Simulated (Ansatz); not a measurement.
**Fermi-surface data of W under load (space group I4/mmm)**

Given:

```
W
1.0
   -1.58004     1.58004     1.57501
    1.58004    -1.58004     1.57501
    1.58004     1.58004    -1.57501
W
1
Cartesian
  0.00000   0.00000   0.00000
```

Method: PBEsol, rigid bands (plane waves, PAW, scalar-relativistic; Ansatz, a quantum-chemistry and plane-wave program). Condition of this run: biaxial stress xx = yy = -1 GPa (compression positive) (the target of the relaxation). Geometry: cell and atoms relaxed with PBEsol, then loaded as said.

```
Quantity                                                          Result
------------------------------------  ----------------------------------
density of states at the Fermi level  0.440 states/(eV·cell), both spins
bare Sommerfeld coefficient                    1.04 mJ/(mol of atoms·K²)
Drude plasma energy                                               7.8 eV
root-mean-square Fermi velocity                                9.1e5 m/s
resistivity times τ                                     8.1 ×10⁻²² Ω·m·s
```

A metal at this level (no band gap); rigid bands, thermally averaged at 300 K, both spins. Spin-orbit coupling is left out, which matters with elements this heavy. τ is one relaxation time for all states.
